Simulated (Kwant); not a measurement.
## In0.53Ga0.47As/InP stack with 2 barriers

Device: In0.53Ga0.47As/InP stack with 2 barriers. One parabolic valley. Leads of mass 0.041 mₑ with the band edge at 0; grid 0.1 nm; bias swept from 0.01 to 0.375 V, dropping linearly over the stack. Emitter Fermi level 0.0075 eV, 77 K, equal in the collector.

```csv
layer,thickness (nm),band offset (eV),mass (mₑ)
1,2.8,0.25,0.08
2,5.9,0,0.041
3,3.6,0.25,0.08
```

Constants are typed, rounded textbook-type inputs, not results; the design itself was drawn at random and stands for no fabricated device.

Computed with Kwant: one-band effective-mass tight-binding model in one dimension, coherent, no space charge, current by the Tsu-Esaki formula.

```csv
bias (V),J (A/cm²)
0.01000,5.87
0.02259,14.7
0.03517,30.3
0.04776,62.8
0.06035,134
0.07293,294
0.08552,650
0.09810,1430
0.1107,3030
0.1233,5900
0.1359,9530
0.1484,8500
0.1610,1140
0.1736,505
0.1862,328
0.1988,250
0.2114,209
0.2240,186
0.2366,173
0.2491,166
0.2617,164
0.2743,166
0.2869,171
0.2995,180
0.3121,191
0.3247,207
0.3372,227
0.3498,253
0.3624,284
0.3750,324
```
